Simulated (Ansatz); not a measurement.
Base system: NaCl in the rock salt structure (space group Fm-3m, No. 225; a = 5.6015 Å). Axes: x, y, z lie along the cube axes.

Level of theory: Kohn–Sham DFT with the PBEsol functional, run in Ansatz (a program for electronic structure) with PAW and 420 eV plane waves, spin-orbit coupling left out.

Strains are applied to the cell and any free atomic positions relax.

One change was made to it. Results:

| quantity | base | after |
|---|---|---|
| gap character | direct at Γ | direct at Γ |
| band gap | 5.01 eV | 4.99 eV |

### Question
Which of these changes matches the shifts?
A) uniaxial strain ε_zz = −2.50 %
B) uniaxial strain ε_zz = +0.50 %
C) uniaxial strain ε_zz = +1.50 %
D) uniaxial strain ε_zz = −3.00 %
E) uniaxial strain ε_zz = +2.00 %

### Answer
B, uniaxial strain ε_zz = +0.50 %. For comparison, the band gap in the other runs: uniaxial strain ε_zz = −3.00 % gives 5.12 eV; uniaxial strain ε_zz = +2.00 % gives 4.93 eV; uniaxial strain ε_zz = −2.50 % gives 5.10 eV; uniaxial strain ε_zz = +1.50 % gives 4.95 eV.

Stability against distortions was not tested. k-point labels follow each cell's own Brillouin zone.
